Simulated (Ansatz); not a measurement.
## CdS, thickness series

Consider CdS in the wurtzite structure (space group P6_3mc, No. 186).

```xyz
4
Lattice="4.1643 0.0000 0.0000 -2.0822 3.6064 0.0000 0.0000 0.0000 6.7688" Properties=species:S:1:pos:R:3 pbc="T T T"
Cd     2.0822     1.2021     0.0067
Cd     0.0000     2.4043     3.3911
S      2.0822     1.2021     4.2252
S      0.0000     2.4043     0.8408
```

Cartesian axes are those of the cell as printed.

Free-standing slabs (4 atom(s) a layer) normal to the y axis with 15 Å of vacuum; in-plane cell held at bulk.

Computed with plane-wave PAW DFT at the r2SCAN level (Ansatz, a quantum-chemistry and plane-wave program, 500 eV), no spin-orbit coupling, earlier PAW set.

For the base:

```
Quantity    Value
--------  -------
Band gap  1.63 eV
```

### Question
The aim is a band gap between 2.26 eV and 2.50 eV. Which of these changes reaches it?
(A) 1 layer
(B) 2 layers
(C) 3 layers

### Answer
A, 1 layer. It gives 2.39 eV; 3 layers gives 1.87 eV; 2 layers gives 2.02 eV. Changes not listed may reach it too

No phonon test of stability was made.
